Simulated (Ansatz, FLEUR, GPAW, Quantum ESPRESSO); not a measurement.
One structure in several programs: LaMg (P1, 4 atoms in the cell)

Self-consistent single point, at a second geometry (atoms moved at random). First geometry:

```xyz
4
Lattice="5.6155 0.0000 0.0000 0.0000 3.8015 0.0000 0.0000 0.0000 5.7890" Properties=species:S:1:pos:R:3 pbc="T T T"
La     4.2116     0.0000     4.5913
La     1.4039     0.0000     1.1977
Mg     1.4039     1.9007     4.0132
Mg     4.2116     1.9007     1.7758
```

Second geometry:
```
LaMg
1.0
    5.61547     0.00000     0.00000
    0.00000     3.80146     0.00000
    0.00000     0.00000     5.78901
La Mg
2 2
Direct
  0.73965   0.00801   0.78822
  0.25858   0.98158   0.20825
  0.25612   0.49359   0.69494
  0.74565   0.51682   0.30859
```

Shared settings, as Ansatz (a quantum-chemistry and plane-wave program) writes them: kpoints.mp_grid.grid = 5 8 5; scf.occupations.method = gaussian; scf.occupations.width = 0.05 eV. Potentials and cutoffs stand in the table.

```
code                                                                                     model  ΔF from the first geometry (meV/atom)  pressure (GPa)  largest force (eV/Å)           cutoff
----------------  ----------------------------------------------------------------------------  -------------------------------------  --------------  --------------------  ---------------
Quantum ESPRESSO                           LDA (PZ), GBRV 1.5 ultrasoft (LDA) pseudopotentials                                    8.8           -2.64                 0.328            40 Ry
FLEUR             LDA (Perdew-Zunger), all-electron FLAPW (FLEUR), scalar-relativistic valence                                      –               –                 0.327  Kmax 3.8 1/bohr
Ansatz                                                     LDA (PW92), PAW files made with PBE                                    8.8           -2.67                 0.324           420 eV
GPAW                             LDA (Perdew-Wang 92), GPAW PAW datasets LDA (gpaw-data 1.0.1)                                    8.8           -2.64                 0.325           800 eV
```

Size of the force on each atom (eV/Å): Sizes of forces hide their directions.

```csv
code,La1,La2,Mg3,Mg4
Quantum ESPRESSO,0.299,0.328,0.238,0.324
FLEUR,0.300,0.327,0.239,0.326
Ansatz,0.295,0.322,0.237,0.324
GPAW,0.297,0.325,0.237,0.324
```

A dash marks a value that a program does not give, or that is left out as unsure.

The spread over the programs that give each value: ΔF from the first geometry within 0.0 meV/atom; pressure within 0.03 GPa; largest force within 0.004 eV/Å.

FLEUR treats all electrons, but the usual bases taken here (sphere radii, linearisation, local orbitals, empty states) were not tested for convergence, so the values are no reference for the others. Ansatz's pressure is given at a fixed set of plane waves, as the other plane-wave codes print theirs. The same LDA comes in different parametrisations, which differ slightly.

The starting cell comes from a database of computed structures (which also holds hypothetical and non-ambient phases and stackings), without a prior relaxation at this level. For this run, on top of that: atoms moved at random.

Left out of this page: ABINIT (with a known weakness of the program); CP2K (unsound by tests on forces, stress, charge or solver warnings).

Keys are those of Ansatz 0.2.
